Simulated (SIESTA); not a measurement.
SIESTA 5.4.2, DFT, PBE, numerical atomic orbitals DZP, PseudoDojo PBE standard norm-conserving (rewritten from UPF to PSML): fluorite CoSi2, atoms displaced (Co4Si8), 12 atoms. Basis and mesh were picked for this test and aren't claimed converged.

```text
SystemLabel siesta
NumberOfAtoms 12
NumberOfSpecies 2
%block ChemicalSpeciesLabel
  1 27 Co
  2 14 Si
%endblock ChemicalSpeciesLabel
LatticeConstant 1.0 Ang
%block LatticeVectors
     0.000000000    5.365000000    5.365000000
     5.365000000    0.000000000    5.365000000
     2.682500000    2.682500000    0.000000000
%endblock LatticeVectors
AtomicCoordinatesFormat Fractional
%block AtomicCoordinatesAndAtomicSpecies
     0.006385000    0.996820000    0.978630000 1
     0.005761000    0.499334000    0.985640000 1
     0.508677000    0.001793000    0.991589000 1
     0.495183000    0.507475000    0.995936000 1
     0.120813000    0.131241000    0.228560000 2
     0.369438000    0.389004000    0.741923000 2
     0.119419000    0.621709000    0.266247000 2
     0.379493000    0.879161000    0.746199000 2
     0.630654000    0.124518000    0.244490000 2
     0.866553000    0.379792000    0.764385000 2
     0.624985000    0.618233000    0.250002000 2
     0.881375000    0.870306000    0.753117000 2
%endblock AtomicCoordinatesAndAtomicSpecies
XC.functional GGA
XC.authors PBE
PAO.BasisSize DZP
PAO.EnergyShift 0.01 Ry
MeshCutoff 300 Ry
%block kgrid.MonkhorstPack
  6 0 0 0.0
  0 6 0 0.0
  0 0 6 0.0
%endblock kgrid.MonkhorstPack
ElectronicTemperature 1000 K
MaxSCFIterations 200
SCF.Mixer.Method Pulay
SCF.Mixer.Weight 0.1
SCF.Mixer.History 6
SCF.DM.Tolerance 1.0E-04
WriteForces true
UseTreeTimer true
Diag.ParallelOverK true
```

The program reports k-points: 132, basis orbitals: 180, electrons: 100, real-space mesh: 72×72×36.

Machine: one whole node, AMD EPYC (Zen 5), 96 cores on 1 socket, no SMT, 12 L3 cache groups.

Times are wall-clock medians of two to five runs, from launch to exit, with nothing else on the machine. Unless noted, each process is bound to its own block of adjacent cores. The times hold for this build (conda-forge: Open MPI, OpenBLAS, ScaLAPACK, ELSI, no OpenMP). Scratch files lie in a memory file system.

Started as
```bash
OMP_NUM_THREADS=1 mpirun -np 24 siesta input.fdf
```
(24 ranks, Diag.ParallelOverK = true) it takes 7.6 s and 16 SCF iterations.

Question: What happens to the run time with 48 ranks, Diag.ParallelOverK = false?

Answer: About 52 s (2 runs within 1 %): 6.9× as long, on 48 cores in place of 24, so 14× the core-time. The largest move is in solving for the density matrix (compute_dm): 4.3 s to 49 s. The standard eigenproblem (diag3) goes from 0.51 s to 37 s, most of the change. What the program resolved moves too: BlockSize from 7 to 3, ProcessorY from 6 to 8. Change in the result: energy equal as printed, forces (largest component) under 0.001 meV/Å, pressure equal as printed.
